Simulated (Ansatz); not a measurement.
Take GaAs in the zinc blende structure (space group F-43m, No. 216; a = 5.659 Å) as the base.

Modification: a fraction x = 0.25 of the Ga sites is given to In, ordered in a cell of 8 atoms (starting symmetry P-4m2) and fully relaxed.

The other end (x = 1) is InAs in the zinc blende structure (space group F-43m, No. 216): 28.20 Å³/atom, gap zero.

Levels (all Ansatz, a first-principles code, PAW): PBEsol (420 eV, no spin-orbit coupling); PBEsol+SOC (420 eV, spin-orbit coupling included).

The geometry is relaxed with PBEsol.

```
Item               Value
---------------  -------
PBEsol band gap  0.08 eV
PBEsol pressure  0.0 GPa
```

With PBEsol+SOC at the same geometry, the band gap becomes zero (PBEsol: 0.08 eV); the pressure stays 0.0 GPa.

Single points use the geometry relaxed with PBEsol. The spin-orbit shifts are approximate. Each cell is one ordered arrangement of few atoms, which overstates ordering effects compared with a random alloy. Stability against distortions was not tested. The runs without spin-orbit coupling are not spin-polarised. Gaps under 0.05 eV, about the width of the smearing, are given as zero. A zero or small gap of InGa3As4 and InAs can be the functional's error rather than a property of the material.
